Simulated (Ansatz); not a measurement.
Results of dielectric-dependent PBEsol hybrid in Ansatz (PAW) for Bi2Te2Se (R-3m, No. 166, 5 atoms in the cell; start mp-29666).

Output (set-up and result lines):

```
WARN output.stress: scf.exx.energy_threshold = 1e-6 eV is looser than the 5e-8 eV advised for a stress under a hybrid functional (1e-8 eV for each atom of the …
Crystal: 5 atoms, lattice volume = 158.773 Å³
Basis set: ecut = 460 eV, 3551 PW (Γ), FFT grids on a1−a3, a2−a3, a3, exchange–correlation on 64×64×144 points (8 copies of the dense FFT grid, shifted against one another)
Bands: 47, of which v1, the nominal top of the filled ones, is band 39 counted from 1 (38 counted from 0)
Symmetry: 12 space group operations
Space group: R-3m (ITA 166), of the structure as read, at distance tolerance 5.4e-5 Å
k-points: 32 of 216
SCF iter   1: F=—  HF=-43712.701716 eV  |F-HF|=—  |Δ(HF+E_count)|=         —  Δρ=2.44e-3  dr2=3.23e-2
SCF iter   2: F=—  HF=-43712.699358 eV  |F-HF|=—  |Δ(HF+E_count)|=   2.36e-3  Δρ=1.24e-3  dr2=1.03e-2
  ...
SCF 1 converged in 11 iterations: F = -43712.698588 eV  dr2 = 4.05e-10
Crystal: 5 atoms, lattice volume = 158.773 Å³
Initial density: handed on by an earlier stage of this run
Functional: x = 0.9767276793284332 pbesol(κ = 0.804, μ = 0.12345679012345678) + 0.023272320671566867 exact, c = pbesol(β = 0.046)
Crystal: 5 atoms, lattice volume = 158.773 Å³
SCF iter   3: F=—  HF=-43726.857709 eV  |F-HF|=—  |Δ(HF+E_count)|=   3.88e-9  Δρ=6.09e-7  dr2=4.42e-9
SCF iter   4: F=-43726.857709 eV  HF=-43726.857709 eV  |F-HF|=1.31e-10  |Δ(HF+E_count)|=  4.87e-10  Δρ=1.96e-7  dr2=1.45e-10
SCF 3 converged in 4 iterations: F = -43726.857709 eV  dr2 = 1.45e-10
Free energy (F): -43726.857709 eV
Internal energy: -43726.857684 eV  (E = F + TS)
E sigma→0 (E₀):  -43726.857696 eV
Fermi energy:    9.279197 eV
--- Forces (eV/Å), atoms counted from 1 ---
  atom   1  Bi     0.00000000    -0.00000000    -0.03398619
  atom   2  Bi    -0.00000000     0.00000000     0.03398619
  atom   3  Te     0.00000000     0.00000000     0.11732224
  atom   4  Te    -0.00000000    -0.00000000    -0.11732224
  atom   5  Se     0.00000000     0.00000000     0.00000000
--- Stress (GPa, compression-positive) ---
       -0.456623       0.000000      -0.000000
        0.000000      -0.456623      -0.000000
       -0.000000      -0.000000      -0.521083
  P = ⅓ Tr σ = -0.4781 GPa (-4.781 kbar)
```

Q: Write an input file that could have produced this run (the log leaves some choices open).

A: One answer among several that fit: 
Ansatz 0.2 input:
```yaml
crystal:
  lattice:
    - [2.1485106207, 1.2404433415, 9.9290975883]
    - [-2.1485106207, 1.2404433415, 9.9290975883]
    - [0.0, -2.4808862141, 9.9290976469]
  atoms:
    - { symbol: Bi, position: [0.6051400064, 0.6051400064, 0.6051400064] }
    - { symbol: Bi, position: [0.3948599936, 0.3948599936, 0.3948599936] }
    - { symbol: Te, position: [0.2122480771, 0.2122480771, 0.2122480771] }
    - { symbol: Te, position: [0.7877519229, 0.7877519229, 0.7877519229] }
    - { symbol: Se, position: [0.0, 0.0, 0.0] }
  host: atoms
basis:
  ecutwfc: 460
  ecutrho_ratio: 4
  xc_grid: 2
kpoints:
  mp_grid: { grid: [6, 6, 6] }
hamiltonian:
  xc:
    exchange: pbesol
    correlation: pbesol
    exx: { coeff: inverse_dielectric }
  dispersion: none
  pseudopotentials: { kind: paw }
scf:
  occupations: { method: fermi_dirac, width: 0.01 }
  convergence: { dr2_threshold: 0.0000000005 }
output:
  forces: true
  stress: true
  eigenvalues: true
```

The PAW data were made under PBE.

Note: cell and atoms aren't relaxed at this level (largest force component 0.12 eV/Å, pressure -0.5 GPa).

A start named mp-… is a Materials Project structure, which need not be a measured phase.

Ansatz is a program for electronic structure.
